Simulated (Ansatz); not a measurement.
C11b MoSi₂

These are revPBE (plane waves, PAW; Ansatz, a program for electronic structure) values and carry that method's errors.

Settings: plane-wave cutoff 520 eV, 24×24×24 k mesh, Fermi–Dirac smearing 0.05 eV, no spin polarisation, scalar-relativistic PAW data made under PBE.

Cell (relaxed at this level):

```
CELL_PARAMETERS angstrom
     -1.61358     1.61358     3.94787
      1.61358    -1.61358     3.94787
      1.61358     1.61358    -3.94787
ATOMIC_POSITIONS crystal
  Si 0.66490 0.66490 0.00000
  Si 0.33510 0.33510 0.00000
  Mo 0.00000 0.00000 0.00000
```

| Item | Result |
|---|---|
| bulk modulus | 199 GPa |
| band gap | zero (no gap) |
| pressure derivative B′ of the bulk modulus | 4.5 |

Measured, for comparison: bulk modulus 222 ± 2 GPa (room temperature, not corrected to a static lattice, B' = 4; as tabulated in Structural stability of MoSi2 and Mo5Si3 under high pressure, Chin. Phys. B 26 …). Computed (rounded) less measured: bulk modulus -10 %.

Note: the bulk modulus comes from volumes at which shape and atoms were relaxed.

Spin–orbit coupling is not included.

It cost around 13 core-minutes (rough) of CPU time.
